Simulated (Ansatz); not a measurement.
## HfN, response to strain

Base system: HfN in the rock salt structure (space group Fm-3m, No. 225; a = 4.526 Å; relaxed with 0.1 eV smearing). Axes: x, y, z lie along the cube axes.

Strains are applied to the cell and any free atomic positions relax.

Calculations: DFT with r2SCAN, PAW potentials and a 500 eV plane-wave cutoff in Ansatz (a first-principles code), scalar-relativistic without spin-orbit coupling.

Notes on the quantities. energy relative to the base: free energy F; pressure: mean of the normal stresses, compression positive.

```
variant                      energy relative to the base  pressure  volume per atom
---------------------------  ---------------------------  --------  ---------------
base                                          0 meV/atom   0.0 GPa         11.59 Å³
tensor shear ε_xy = +0.57 %                +0.6 meV/atom   0.0 GPa         11.59 Å³
tensor shear ε_xy = +1.14 %                +2.4 meV/atom   0.0 GPa         11.59 Å³
tensor shear ε_xy = +0.29 %                +0.2 meV/atom   0.0 GPa         11.59 Å³
tensor shear ε_xy = +1.43 %                +3.8 meV/atom   0.1 GPa         11.58 Å³
tensor shear ε_xy = +1.71 %                +5.5 meV/atom   0.1 GPa         11.58 Å³
tensor shear ε_xy = +0.86 %                +1.4 meV/atom   0.0 GPa         11.59 Å³
tensor shear ε_xy = +2.00 %                +7.5 meV/atom   0.1 GPa         11.58 Å³
```

No phonon test of stability was made. All final runs are without spin polarisation. An odd electron count without spin: HfN.
